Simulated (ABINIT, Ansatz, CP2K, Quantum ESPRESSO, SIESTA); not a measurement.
Code comparison for TiB2 (P6/mmm, 3 atoms in the cell)

Self-consistent single point.

```yaml
crystal:
  lattice:
    - [3.02593, 0.00000, 0.00000]
    - [-1.51296, 2.62053, 0.00000]
    - [0.00000, 0.00000, 3.22877]
  atoms:
    - { symbol: Ti, position: [0.00000, 0.00000, 0.00000] }
    - { symbol: B, position: [0.33333, 0.66667, 0.50000] }
    - { symbol: B, position: [0.66667, 0.33333, 0.50000] }
```

Shared settings, as Ansatz (a quantum-chemistry and plane-wave program) writes them: kpoints.mp_grid.grid = 8 8 7; scf.occupations.method = gaussian; scf.occupations.width = 0.136 eV. Potentials and cutoffs stand in the table.

```csv
code,model,pressure (GPa),cutoff
CP2K,"PBEsol, GPW, DZVP-MOLOPT-SR-GTH basis, GTH-PBE potentials (GTH_POTENTIALS)",-3.61,grid 600 Ry
ABINIT,"PBEsol, PAW (JTH v2.0 PBE PAW, files made for PBE)",-4.05,30 Ha
SIESTA,"GGA PBEsol, numerical atomic orbitals DZP, PseudoDojo PBEsol standard norm-conserving potentials (rewritten from UPF to PSML)",-4.47,grid 350 Ry
Quantum ESPRESSO,"PBEsol, PSlibrary ultrasoft (PBE) pseudopotentials",-2.68,60 Ry
Ansatz,"PBEsol, default PAW files made with PBE",-4.86,420 eV
```

On Ansatz's run: spin polarisation is off.

The spread over the programs that give each value: pressure within 2.18 GPa.

CP2K and SIESTA use small atom-centred bases, whose incompleteness enters pressures, forces and empty levels differently from a plane-wave cutoff. Ansatz's pressure is given at a fixed set of plane waves, as the other plane-wave codes print theirs; with its correction for the finite basis it is -4.64 GPa (the shift of 0.21 GPa shows how far the cutoff is from converged). In the pressure, Quantum ESPRESSO (by 1.38) lies more than 1 GPa from the median of the plane-wave programs.

The starting cell comes from a database of computed structures (which also holds hypothetical and non-ambient phases and stackings), without a prior relaxation at this level.

Left out of this page: GPAW, Elk and FLEUR (not drawn, or without a comparable value).

Keys are those of Ansatz 0.2.
